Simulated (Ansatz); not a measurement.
Start from ZrGe (space group Pnma, No. 62; a = 7.1024 Å, b = 3.9153 Å, c = 5.4094 Å; a cell from a computed database, its experimental status unchecked). Axes: x, y, z lie along a, b, c of the conventional cell.

Computed with r2SCAN (Ansatz, a program for electronic structure; PAW; 500 eV plane waves; spin-orbit coupling left out), earlier PAW set.

For the base:

The volume per atom is 18.80 Å³. The band gap is zero.

It is then changed as follows: uniaxial stress, 1 GPa compression along z, with the cell and atoms free to relax against it.

Question: What happens to the volume per atom?

Answer: The volume per atom shrinks by 0.04 Å³ (18.80 Å³ → 18.76 Å³).

Question: What does the calculation give for the energy relative to the base after the change?

Answer: The energy stays essentially unchanged.

Question: What happens to the band gap?

Answer: The band gap is still zero.

Without a gap, meshes like the base's 7×12×9 leave anisotropic stresses uncertain by several tenths of a GPa, and small strain energies with them. Load acts through the strain it causes; cell and atoms are relaxed under it. Beyond what the load breaks, stability against distortions was not tested. All final runs are without spin polarisation.
